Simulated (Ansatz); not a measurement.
**Short convergence ladders for CsVN₂ (R3m, 8 atoms in the cell)**

```
CELL_PARAMETERS angstrom
      0.00000     4.19280     4.19280
      4.19280     0.00000     4.19280
      4.19280     4.19280     0.00000
ATOMIC_POSITIONS crystal
  Cs 0.25344 0.25344 0.25344
  Cs 0.00000 0.00000 0.00000
  V  0.75000 0.75000 0.75000
  V  0.50000 0.50000 0.50000
  N  0.62500 0.62500 0.62500
  N  0.12500 0.62500 0.62500
  N  0.62500 0.62500 0.12500
  N  0.62500 0.12500 0.62500
```

Base method: PBEsol, default PAW files made with PBE (plane waves; Ansatz, an electronic-structure program).

Base settings: basis.ecutwfc = 420 eV; kpoints.mp_grid.grid = 4 4 4; hamiltonian.xc = pbesol; hamiltonian.pseudopotentials = {kind: paw} (the program's default PAW files); scf.occupations.method = fixed.

The count of work is k-points × plane waves × bands × iterations; it is no time. Core times come from one kind of shared machine, to one figure; runs under 30 s give none.

**The cutoff for other potential files**

Level: DFT, PBEsol, plane waves, harder PAW files (source: ansatz) made with PBE.

In this ladder: hamiltonian.pseudopotentials = {kind: paw, source: ansatz}.

The second cell is the first with its lattice scaled by 0.98.

The mesh stays at the base's, so the ladder's end is converged at best in this setting alone.

The first pressure column holds Ansatz's estimate of the finite-basis (Pulay) stress, which hides part of the cutoff error; the other is without it.

Only quantities that move along the ladder and can be compared are tabulated.

```csv
basis.ecutwfc,free energy less the last step's (meV/atom),energy of the compressed cell less the first (meV/atom),pressure (GPa),pressure without the Pulay estimate (GPa),count of work / last,core time / last (rough)
390 eV,1830.03,42.85,0.77,-67.08,0.10,–
480 eV,406.12,-1.89,-3.51,-22.53,0.15,–
610 eV,43.21,-6.09,-4.04,-6.78,0.21,–
740 eV,3.01,-5.07,-3.90,-4.19,0.30,0.3
870 eV,0.37,-5.05,-3.91,-3.92,0.35,0.5
1045 eV,0.25,-5.06,-3.91,-3.91,0.47,0.5
1305 eV,0.04,-5.06,-3.91,-3.91,0.64,0.7
1740 eV,0.00,-5.06,-3.91,-3.91,1.0,1
```

Coarsest basis.ecutwfc that holds the energy of the compressed cell less the first within 0.2 meV/atom of the last step, with all finer ones: 740 eV, at 0.30 of the last step's count of work and about 0.3 of the last step's time; the step before is off by 1.0 meV/atom.

Coarsest basis.ecutwfc that holds the free energy within 0.5 meV/atom of the last step, with all finer ones: 870 eV, at 0.35 of the last step's count of work; the step before is off by 3.0 meV/atom.

Coarsest basis.ecutwfc that holds the pressure within 0.2 GPa of the last step, with all finer ones: 610 eV, at 0.21 of the last step's count of work; the step before is off by 0.40 GPa.

The energy difference between the two cells stays within 1 meV/atom of the last step's from 740 eV on, the total only from 870 eV on: much of the error is common to both cells and cancels.

At the lowest cutoff the pressure without the Pulay estimate lies 63.2 GPa under the last step's, the usual sign of Pulay stress in an incomplete plane-wave basis.

**The density cutoff**

The mesh stays at the base's, so the ladder's end is converged at best in this setting alone.

Only quantities that move along the ladder and can be compared are tabulated.

```csv
basis.ecutrho_ratio,free energy less the last step's (meV/atom)
2,-0.82
3,0.01
4,0.00
5,0.00
6,0.00
8,0.00
10,0.00
12,0.00
16,0.00
```

Coarsest basis.ecutrho_ratio that holds the free energy within 0.5 meV/atom of the last step, with all finer ones: 3; the step before is off by 0.82 meV/atom.

**The relaxed cell against the cutoff**

On CsVN2 (Fd-3m, 8 atoms in the cell): atoms on their sites.

In this ladder: relax = cell and atoms.

The mesh stays at the base's, so the ladder's end is converged at best in this setting alone.

Only quantities that move along the ladder and can be compared are tabulated.

| basis.ecutwfc | relaxed volume (Å³/atom) | relaxation steps |
|---|---|---|
| 250 eV | 17.755 | 14 |
| 295 eV | 17.693 | 11 |
| 355 eV | 17.741 | 6 |
| 420 eV | 17.746 | 7 |
| 505 eV | 17.748 | 5 |
| 630 eV | 17.746 | 5 |
| 840 eV | 17.746 | 5 |

Coarsest basis.ecutwfc that holds the relaxed volume within 0.035 Å³/atom of the last step, with all finer ones: 355 eV; the step before is off by 0.052 Å³/atom.

On the base run: the starting cell comes from a database of computed structures (which also holds hypothetical and non-ambient phases and stackings), without a prior relaxation at this level. Its lattice was rescaled by up to half a per cent. One atom was moved a little off its site on purpose.

Left out of this page: 1 run of the series failed or unconverged.

Keys are those of Ansatz 0.2.
